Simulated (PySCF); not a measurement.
PySCF 2.14.0, TPSSH/def2-svpd, df: K(Cl) ([Cl][K]), 2 atoms. The geometry is a generated start, not checked to be a minimum at this level.

```
Quantity                       Value
-------------------  ---------------
task                          energy
method                         tpssh
basis                      def2-svpd
two-electron scheme  density fitting
mol.max_memory               3000 MB
mf.max_cycle                     100
mf.conv_tol          1e-09 (default)
mf.grids.level           3 (default)
basis functions                   54
grid points                    38920
```

```xyz
2

K     -0.7717    -0.7238    -0.7442
Cl     0.7717     0.7238     0.7442
```

With the defaults (mf.diis = true, mf.init_guess = minao, mf.level_shift = 0, newton = off, mf.damp = 0, mf.diis_start_cycle = 1, mf.diis_space = 8, mf.DIIS = CDIIS) it converges in 10 Fock builds. One run each on 2 threads, 1 BLAS thread, with these changes:
- mf.diis_space = 5
- mf.DIIS = EDIIS
- mf.diis_space = 20
- mf.level_shift = 0.1 Hartree
- mf.damp = 0.7, mf.diis_start_cycle = 8
- mf.init_guess = 1e
- mf.diis = false
- newton = Hessian by the SCF's own integrals
- mf.level_shift = 0.3 Hartree

**Question.** Which runs fail or end elsewhere than the default run?

**Answer.** No convergence: mf.diis = false (the run ends without SCF convergence in 100 cycles). The rest reach the solution of the defaults.

```json
[
 {"setting": "the defaults", "Fock builds": "10", "end": "same solution"},
 {"setting": "mf.diis_space = 20", "Fock builds": "10", "end": "same solution"},
 {"setting": "mf.diis_space = 5", "Fock builds": "10", "end": "same solution"},
 {"setting": "mf.level_shift = 0.1 Hartree", "Fock builds": "13", "end": "same solution"},
 {"setting": "mf.init_guess = 1e", "Fock builds": "14", "end": "same solution"},
 {"setting": "mf.damp = 0.7, mf.diis_start_cycle = 8", "Fock builds": "15", "end": "same solution"},
 {"setting": "mf.level_shift = 0.3 Hartree", "Fock builds": "19", "end": "same solution"},
 {"setting": "newton = Hessian by the SCF's own integrals", "Fock builds": "38", "end": "same solution"},
 {"setting": "mf.DIIS = EDIIS", "Fock builds": "67", "end": "same solution"},
 {"setting": "mf.diis = false", "Fock builds": "101", "end": "no convergence"}
]
```

Under newton the count holds the products with the orbital Hessian.
